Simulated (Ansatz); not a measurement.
Functionals compared on the (11-22) surface of hcp Ru in its 1x1 cell, outermost plane spacing 1.15 Å in the ideal cut, in Ansatz (plane waves, PAW). The structure was relaxed with PBE; the other rows are single points on it, each with its references at the same level. Cutoff 420 eV (500 eV for r2SCAN).

Slab: 20 atoms, 10.3 Å thick at the start (thin: gaps and levels are the slab's own); k 8x8x1, smearing 0.1 eV, dipole-corrected; all atoms relaxed; held to the start's symmetry, so lower structures may exist; no spin, no spin-orbit, no U. These notes are the PBE run's.

| functional | surface energy (J/m²) | work function of the top face (eV) | rough cost of the single point |
|---|---|---|---|
| PBE | 3.18 | 4.60 | – |
| LDA | 3.81 | 4.95 | around 4 core-minutes (rough) |
| PBEsol | 3.63 | 4.71 | roughly 3 core-minutes |
| RPBE | … | … | about 3 core-minutes (a rough figure) |
| r2SCAN | 3.42 | 4.59 | roughly 7 core-minutes |

### Question
Complete the blanks.

### Answer

- RPBE, surface energy (J/m²): 2.92
- RPBE, work function of the top face (eV): 4.43

Ansatz is a first-principles code.
